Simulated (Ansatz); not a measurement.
Consider the following.

End structure of a constructed model of the (0001) surface of wurtzite CdSe, Cd-terminated, 2x2 Al adatom at T4 (bottom of the slab: 2 H on 4 bottom sites):

```yaml
crystal:
  lattice:
    - [8.76567, 0.00000, 0.00000]
    - [-4.38283, 7.59129, 0.00000]
    - [0.00000, 0.00000, 31.00000]
  atoms:
    - { symbol: Se, position: [0.33100, 0.16900, 0.32155] }
    - { symbol: Se, position: [0.83538, 0.16432, 0.30318] }
    - { symbol: Se, position: [0.33568, 0.66462, 0.30318] }
    - { symbol: Se, position: [0.83090, 0.66910, 0.32123] }
    - { symbol: Cd, position: [0.14708, 0.35292, 0.34000] }
    - { symbol: Cd, position: [0.68360, 0.31723, 0.34064] }
    - { symbol: Cd, position: [0.18277, 0.81640, 0.34064] }
    - { symbol: Cd, position: [0.64712, 0.85288, 0.34028] }
    - { symbol: Se, position: [0.16667, 0.33333, 0.42714] }
    - { symbol: Se, position: [0.66667, 0.33333, 0.42714] }
    - { symbol: Se, position: [0.16667, 0.83333, 0.42714] }
    - { symbol: Se, position: [0.66667, 0.83333, 0.42714] }
    - { symbol: Cd, position: [0.33333, 0.16667, 0.45581] }
    - { symbol: Cd, position: [0.83333, 0.16667, 0.45581] }
    - { symbol: Cd, position: [0.33333, 0.66667, 0.45581] }
    - { symbol: Cd, position: [0.83333, 0.66667, 0.45581] }
    - { symbol: Se, position: [0.33874, 0.16126, 0.54240] }
    - { symbol: Se, position: [0.82822, 0.16410, 0.54204] }
    - { symbol: Se, position: [0.33590, 0.67178, 0.54204] }
    - { symbol: Se, position: [0.83334, 0.66666, 0.54487] }
    - { symbol: Cd, position: [0.16881, 0.33119, 0.56207] }
    - { symbol: Cd, position: [0.66906, 0.33221, 0.57463] }
    - { symbol: Cd, position: [0.16779, 0.83094, 0.57463] }
    - { symbol: Cd, position: [0.66495, 0.83505, 0.57314] }
    - { symbol: Se, position: [0.15698, 0.34302, 0.64762] }
    - { symbol: Se, position: [0.66477, 0.32189, 0.66263] }
    - { symbol: Se, position: [0.17811, 0.83523, 0.66263] }
    - { symbol: Se, position: [0.66032, 0.83968, 0.66127] }
    - { symbol: Cd, position: [0.31939, 0.18061, 0.67572] }
    - { symbol: Cd, position: [0.83306, 0.15223, 0.70277] }
    - { symbol: Cd, position: [0.34777, 0.66694, 0.70277] }
    - { symbol: Cd, position: [0.83241, 0.66759, 0.66721] }
    - { symbol: H, position: [0.33667, 0.16333, 0.27389] }
    - { symbol: H, position: [0.83690, 0.66310, 0.27358] }
    - { symbol: Al, position: [0.15199, 0.34801, 0.73434] }
```

Model: 35-atom slab, 14.8 Å thick at the start with caps and adatoms, 3x3x1 mesh, Fermi-Dirac 0.025 eV, dipole correction, 8 atoms held, the rest relaxed; start symmetry kept, larger cells not searched; spin-polarised, ending with about 0.8 μB a cell, a value that depends on the mesh; orders that need a larger cell were not tried, no spin-orbit, no U. The slab shows no gap over 0.04 eV on its mesh. In PBE it is, or lies within 0.01 eV a 1x1 cell of, the lowest of the 2 structures of its composition computed so far; subsurface sites and larger cells were not tried.

**Question.** Estimate the work function of the top face that PBE (Ansatz, a quantum-chemistry and plane-wave program) returns for this input.

**Answer.** 4.08 eV
